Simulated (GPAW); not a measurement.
Band structure of MgSe (Fm-3m, 2 atoms in the cell).

```
CELL_PARAMETERS angstrom
      0.00000     2.73000     2.73000
      2.73000     0.00000     2.73000
      2.73000     2.73000     0.00000
ATOMIC_POSITIONS crystal
  Mg 0.00000 0.00000 0.00000
  Se 0.50000 0.50000 0.50000
```

Method of the run: PBE, GPAW PAW datasets PBE (gpaw-data 1.0.1) (plane waves; GPAW).

Settings: mode = pw; ecut = 800 eV; xc = PBE; kpts = 8 8 8; mesh shift (steps) = 0 0 0; occupations.name = fermi-dirac; occupations.width = 0.01 eV; nbands = -4; convergence.density = 1e-05 e/electron; convergence.energy = 1e-05 eV/electron; convergence.bands = -2; symmetry.symmorphic = false; symmetry.tolerance = 0.0005; maxiter = 120.

The starting cell has typed, rounded lattice constants, without a prior relaxation at this level.

Q: Predict the gap along the standard path and the places of the band edges.

A: The gap along the path is 1.81 eV, from Γ to X; the smallest direct gap on it is 2.59 eV.

Levels in eV from the top of the valence band on the SCF mesh, bands 5 to 12:
| point | 5 | 6 | 7 | 8 | 9 | 10 | 11 | 12 |
|---|---|---|---|---|---|---|---|---|
| Γ | -12.90 | 0.00 | 0.00 | 0.00 | 2.59 | 7.43 | 7.43 | 7.43 |
| X | -11.48 | -4.23 | -1.77 | -1.77 | 1.81 | 3.98 | 11.71 | 12.17 |
| W | -11.44 | -3.29 | -3.29 | -2.53 | 4.54 | 6.98 | 7.57 | 7.57 |
| K | -11.48 | -3.75 | -3.31 | -1.42 | 3.05 | 6.29 | 8.94 | 9.83 |
| L | -11.79 | -4.92 | -0.58 | -0.58 | 3.83 | 6.11 | 6.11 | 8.65 |
| U | -11.48 | -3.75 | -3.31 | -1.42 | 3.05 | 6.29 | 8.94 | 9.83 |
